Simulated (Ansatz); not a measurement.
## A computed series for WC: response to strain

The parent structure is WC (space group P-6m2, No. 187; a = 2.922 Å, c = 2.846 Å; relaxed with 0.1 eV smearing).

Strains are applied to the cell and any free atomic positions relax.

All numbers come from DFT with PBE, PAW potentials and a 420 eV plane-wave cutoff in Ansatz (a quantum-chemistry and plane-wave program), scalar-relativistic without spin-orbit coupling.

Notes on the quantities. pressure: mean of the normal stresses, compression positive.

| isotropic strain (%) | pressure (GPa) |
|---|---|
| -3 | 42.8 |
| -2 | 26.6 |
| -1.5 | 19.3 |
| -1 | 12.4 |
| 0 | 0.0 |
| 0.5 | -5.6 |
| 1 | ? |
| 2 | -20.2 |
| 3 | -28.3 |

Question: Fit P = P₀ − Bδ + Cδ² with δ = (1 + ε)³ − 1 to the rows shown and predict the withheld row.

Answer: Least squares on the printed values gives P₀ = -0.1 GPa, B = 397 GPa (at held cell shape), C = 1030 GPa (largest residual 0.3 GPa); this predicts -11.2 GPa, and the run gives -10.8 GPa, 0.4 higher.

Whether these cells are dynamically stable was not tested. All final runs are without spin polarisation.
